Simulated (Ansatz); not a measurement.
# How the volume per atom of PtGe₂ (model structure, started from the AlB2 type, P6/mmm, No. 191, 3 atoms in the cell) moves with the method

No measured value is used here.

```
level (code)         value (Å³/atom)
-------------------  ---------------
PBE (Ansatz)                   17.43
PBEsol (Ansatz)                  ___
PBE-D3(BJ) (Ansatz)            16.73
```

Problem. What belongs in the gaps?

Solution. 
- PBEsol (Ansatz, a program for electronic structure), value (Å³/atom): 16.62

Density-functional levels without +SOC have no spin–orbit coupling. Ansatz's density-functional and Hartree–Fock values are scalar-relativistic unless marked +SOC, with PAW data made under PBE.

A model structure was made by putting elements into a prototype or built by hand; it is no filed structure, need not be a known phase, and can be a saddle point held by its symmetry.
